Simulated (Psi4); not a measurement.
Psi4 1.11, B3LYP/def2-svp: Si(Cl)(H)2(iPr) (CC(C)[SiH2]Cl), 14 atoms. The geometry is a generated start, not checked to be a minimum at this level.

```yaml
task: energy
method: b3lyp
basis: def2-svp
memory: 3 GB
maxiter: 100
keys_of_the_molecule_block: symmetry c1
scf_type: df (default)
e_convergence: 1e-06 (default)
d_convergence: 1e-06 (default)
dft_radial_points: 75 (default)
dft_spherical_points: 302 (default)
basis_functions: 123
grid_points: 296944
```

```xyz
14

Si     1.1741     0.4628     1.1275
Cl     3.0067     0.7798     0.3428
C     -0.0882     0.3132    -0.2993
C     -1.5210     0.2392     0.2284
C      0.2015    -0.8936    -1.1923
H      1.2252    -0.7743     1.9057
H      0.8469     1.6001     1.9861
H     -0.0129     1.2119    -0.9234
H     -1.6537    -0.6406     0.8533
H     -2.2267     0.1785    -0.5979
H     -1.7638     1.1174     0.8211
H      1.2094    -0.8463    -1.5985
H      0.1023    -1.8192    -0.6279
H     -0.4999    -0.9290    -2.0254
```

With the defaults (diis = true, scf_initial_accelerator = adiis, damping_percentage = 0, level_shift = 0, level_shift_cutoff = 0.01, diis_max_vecs = 10, guess = auto, which took SAD, soscf = false, soscf_start_convergence = 0.01) it converges in 8 SCF iterations. One run each on 2 threads, with these changes:
- soscf = true, soscf_start_convergence = 0.001
- guess = sap
- guess = modhuckel
- guess = core
- diis = false, scf_initial_accelerator = none, damping_percentage = 60
- guess = sadno
- diis_max_vecs = 6
- scf_initial_accelerator = none
- level_shift = 0.5, level_shift_cutoff = 0.001

Task: Which runs fail or end elsewhere than the default run?

Result: No convergence: diis = false, scf_initial_accelerator = none, damping_percentage = 60 (the run ends without SCF convergence in 100 iterations). The rest reach the solution of the defaults.

```
setting                                                                SCF iterations  JK calls             end
---------------------------------------------------------------------  --------------  --------  --------------
soscf = true, soscf_start_convergence = 0.001                                       6        17   same solution
the defaults                                                                        8         9   same solution
level_shift = 0.5, level_shift_cutoff = 0.001                                       8         9   same solution
diis_max_vecs = 6                                                                   8         9   same solution
scf_initial_accelerator = none                                                      8         9   same solution
guess = sadno                                                                       9         9   same solution
guess = modhuckel                                                                   9        30   same solution
guess = sap                                                                        13        13   same solution
guess = core                                                                       13        13   same solution
diis = false, scf_initial_accelerator = none, damping_percentage = 60             100       101  no convergence
```

An SOSCF iteration holds several JK calls; a Hückel guess adds calls on atoms.
